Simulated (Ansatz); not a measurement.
# GaP, carrier doping

Consider GaP in the zinc blende structure (space group F-43m, No. 216; a = 5.439 Å).

Carriers are added at fixed cell with a uniform background; the Fermi–Dirac width is that of 300 K.

Calculations: plane-wave PAW DFT at the PBEsol level (Ansatz, a first-principles code, 420 eV), no SOC, earlier PAW set.

Notes on the quantities. Fermi level from band edge: Fermi level relative to the doped band's edge (positive inside the band; to 0.05 eV).

```csv
case,Fermi level from band edge,gap between the host's bands
undoped,–,1.45 eV
electrons 5.0×10^20 cm⁻³,+0.15 eV,1.45 eV
electrons 1.0×10^21 cm⁻³,+0.25 eV,1.44 eV
electrons 3.0×10^21 cm⁻³,+0.45 eV,1.41 eV
electrons 1.0×10^22 cm⁻³,___,___
holes 5.0×10^20 cm⁻³,+0.15 eV,1.47 eV
holes 1.0×10^21 cm⁻³,+0.25 eV,1.49 eV
holes 3.0×10^21 cm⁻³,+0.50 eV,1.55 eV
holes 1.0×10^22 cm⁻³,+0.95 eV,1.75 eV
```

**Question.** What belongs in the blanks?

**Answer.** 
- electrons 1.0×10^22 cm⁻³, Fermi level from band edge: +0.85 eV
- electrons 1.0×10^22 cm⁻³, gap between the host's bands: 1.32 eV

Carriers are added with a uniform compensating background; total energy and stress of such cells depend on the potential's zero and are not compared; many-body gap narrowing is missing at this level. Gaps are Kohn–Sham eigenvalue differences; semilocal functionals usually give less than the measured gap. Stability against distortions was not tested.
